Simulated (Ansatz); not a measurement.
The starting structures come from a database of crystals and need not be the phases stable at ambient conditions.

 Where the default PAW files enter, the runs use the earlier of Ansatz's two default sets.

Inside the gap of an insulator the Bloch states are evanescent, with a wavenumber k + iκ along the transport direction.

Consider the following.

```yaml
crystal:
  lattice:
    - [4.79854, 0.00000, 0.00000]
    - [0.00000, 8.20590, 0.00000]
    - [2.39927, 0.00000, 4.15566]
  atoms:
    - { symbol: Ba, position: [0.00000, 0.00000, 0.00000] }
    - { symbol: Mg, position: [0.66667, 0.62334, 0.66667] }
    - { symbol: Mg, position: [0.33333, 0.37666, 0.33333] }
    - { symbol: Sb, position: [0.66667, 0.26949, 0.66667] }
    - { symbol: Sb, position: [0.33333, 0.73051, 0.33333] }
```

Space group of this cell: P-3m1. The cell is taken as given.

Transport runs along the normal of the first two printed cell vectors, the (100) plane of the conventional cell.

The gap is the functional's own, uncorrected, and κ follows it; spin-orbit coupling is left out. Mid-gap values are interpolated between the computed energies.

**Question.** Predict the band gap and the smallest decay constant κ at mid-gap from r2SCAN in Ansatz (a program for electronic structure).

**Answer.** Gap 1.20 eV on a 8×4×8 mesh; κ = 0.117 1/Å, at the zone centre.
